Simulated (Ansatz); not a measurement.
**A computed series for GaP: response to strain**

Base system: GaP in the zinc blende structure (space group F-43m, No. 216; a = 5.438 Å). Axes: x, y, z lie along the cube axes.

Strains are applied to the cell and any free atomic positions relax; under stress the whole cell relaxes.

The values are results of PBEsol/PAW in Ansatz (a first-principles code), without spin-orbit coupling, not measurements.

Candidates:
(a) uniaxial strain ε_xx = −0.48 %
(b) uniaxial stress, 3 GPa tension along z
(c) uniaxial strain ε_yy = +3.02 %

For the base:

```
Quantity               Value
-------------------  -------
Smallest direct gap  1.80 eV
```

Order them by smallest direct gap, highest first.

(a) uniaxial strain ε_xx = −0.48 % (1.82 eV), (b) uniaxial stress, 3 GPa tension along z (1.62 eV), (c) uniaxial strain ε_yy = +3.02 % (1.49 eV)

Stability under load was not tested beyond the relaxation.
